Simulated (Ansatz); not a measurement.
Start from CdS in the zinc blende structure (space group F-43m, No. 216; a = 5.7566 Å). Axes: x, y, z lie along the cube axes.

All numbers come from plane-wave PAW DFT at the LDA level (Ansatz, an electronic-structure program, 420 eV), no spin-orbit coupling.

Strains are applied to the cell and any free atomic positions relax; under biaxial strain the out-of-plane vector relaxes too.

One change was made to it. Results:

| quantity | base | after |
|---|---|---|
| pressure (mean of the normal stresses, compression positive) | 0.00 GPa | -0.64 GPa |
| electron mass | 0.10 mₑ (at Γ) | 0.097 mₑ out of plane, 0.11 mₑ in plane (at Γ) |
| valence-band top at Γ (three highest levels, from the VBM) | 0.00, 0.00, 0.00 eV | 0.00, -0.15, -0.15 eV |

Q: Name the change that was made.
A. biaxial strain −3.00 %, plane normal [001], relaxed out of plane
B. biaxial strain +0.50 %, plane normal [001], relaxed out of plane
C. biaxial strain +3.00 %, plane normal [001], relaxed out of plane
D. biaxial strain +2.00 %, plane normal [001], relaxed out of plane
E. biaxial strain −2.00 %, plane normal [001], relaxed out of plane

A: D, biaxial strain +2.00 %, plane normal [001], relaxed out of plane. For comparison, the electron mass in the other runs: biaxial strain −2.00 %, plane normal [001], relaxed out of plane gives 0.11 mₑ out of plane, 0.10 mₑ in plane (at Γ); biaxial strain −3.00 %, plane normal [001], relaxed out of plane gives 0.12 mₑ out of plane, 0.10 mₑ in plane (at Γ); biaxial strain +0.50 %, plane normal [001], relaxed out of plane gives 0.10 mₑ (at Γ); biaxial strain +3.00 %, plane normal [001], relaxed out of plane gives 0.093 mₑ out of plane, 0.11 mₑ in plane (at Γ).

The levels and masses belong to the bands next to the band gap. Effective masses come from finite differences of ±0.01 Å⁻¹. No phonon test of stability was made.
